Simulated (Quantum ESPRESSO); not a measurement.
## Habitual settings against a tight run: CaBPd3 (Pm-3m, 5 atoms in the cell)

Self-consistent single point.

```
CELL_PARAMETERS angstrom
      4.30452     0.00000     0.00000
      0.00000     4.30452     0.00000
      0.00000     0.00000     4.30452
ATOMIC_POSITIONS crystal
  Ca 0.50000 0.50000 0.50000
  B  0.00000 0.00000 0.00000
  Pd 0.50000 0.00000 0.00000
  Pd 0.00000 0.50000 0.00000
  Pd 0.00000 0.00000 0.50000
```

Computed with PBEsol, PseudoDojo standard norm-conserving (PBESOL) pseudopotentials (plane waves; Quantum ESPRESSO).

Base settings: ecutwfc = 85 Ry; occupations = smearing; smearing = marzari-vanderbilt; degauss = 0.019992 Ry; potentials = {Ca: Ca.upf, B: B.upf, Pd: Pd.upf}; K_POINTS = automatic 6 6 6 1 1 1; conv_thr = 1e-09 Ry; mixing_beta = 0.4.

Tight run (finer mesh or higher cutoff; not a proven limit): ecutwfc: 85 Ry → 119 Ry; conv_thr: 1e-09 Ry → 7.3e-11 Ry; K_POINTS: automatic 6 6 6 1 1 1 → automatic 9 9 9 1 1 1. It gave Fermi level (on the code's own zero) 14.82 eV; pressure -5.73 GPa.

Quick runs, as changes from the base:
- A: the base itself
- B: ecutwfc: 85 Ry → 68 Ry; K_POINTS: automatic 6 6 6 1 1 1 → automatic 2 2 2 1 1 1
- C: ecutwfc: 85 Ry → 59 Ry; smearing: marzari-vanderbilt → gaussian; degauss: 0.019992 Ry → 0.0099958 Ry; K_POINTS: automatic 6 6 6 1 1 1 → automatic 4 4 4 1 1 1
- D: ecutwfc: 85 Ry → 42 Ry; smearing: marzari-vanderbilt → fermi-dirac; conv_thr: 1e-09 Ry → 7.3e-05 Ry; K_POINTS: automatic 6 6 6 1 1 1 → automatic 8 8 8 1 1 1
- E: ecutwfc: 85 Ry → 51 Ry; smearing: marzari-vanderbilt → methfessel-paxton; degauss: 0.019992 Ry → 0.036749 Ry; K_POINTS: automatic 6 6 6 1 1 1 → automatic 3 3 3 1 1 1
- F: ecutwfc: 85 Ry → 42 Ry; K_POINTS: automatic 6 6 6 1 1 1 → automatic 4 4 4 1 1 1; potentials: PseudoDojo standard norm-conserving (LDA) [LDA (PW92)]

Energies are extrapolated to zero smearing width, which holds to low order in the width alone (under cold and Methfessel-Paxton smearing the free energy itself is taken).

Dashes: pressure of D, not trusted under this conv_thr with d or f elements; energy of F, another energy zero.

† marks runs with another functional, U, potentials or spin treatment: their distance from the tight run is not a convergence error alone.

The count of work is k-points × plane waves × bands × iterations; it is no time. 

The starting cell comes from a database of computed structures (which also holds hypothetical and non-ambient phases and stackings), without a prior relaxation at this level. Its lattice was rescaled by a random factor within 2.5 % of one. Spin polarisation is off. In the base run, with a pressure of about -6 GPa the cell is away from its equilibrium volume at this level.

| run | energy less tight (meV/atom) | pressure less tight (GPa) | count of work / tight |
|---|---|---|---|
| A | -1.6 | 0.06 | 0.17 |
| B | 47.5 | -1.89 | 0.011 |
| C | 145.6 | -12.70 | 0.034 |
| D | 2737.5 | – | 0.074 |
| E | 732.6 | -39.19 | 0.027 |
| F† | – | -116.96 | 0.024 |

Among the runs at the tight run's level, the energy misses run from 1.6 to 2737.5 meV/atom.
